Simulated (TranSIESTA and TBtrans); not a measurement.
Run with TranSIESTA and TBtrans (open boundaries, self-consistent; PseudoDojo norm-conserving potentials, scalar-relativistic): PAO.BasisSize DZP, PAO.EnergyShift 0.15 eV, XC.Authors PBE, Mesh.Cutoff 200 Ry, ElectronicTemperature 300 K, TS.Voltage 0.0 eV, TBT.Elecs.Eta 0.001 eV, no spin polarisation.

Device: Sn chain with one bond stretched by 0.3 Å. Leads: straight Sn chain, spacing 2.75 Å. Geometry: as built, not relaxed.

Q: Predict: conductance at 300 K (G0 = 2e²/h); mean T from −0.5 to 0.5 eV.

A: conductance at 300 K (G0 = 2e²/h): 2.84; mean T from −0.5 to 0.5 eV: 2.79. The straight chain is held at its spacing; free chains may zigzag or dimerise. No spin-polarised start was tried, so a magnetic state, if there is one, is missed.
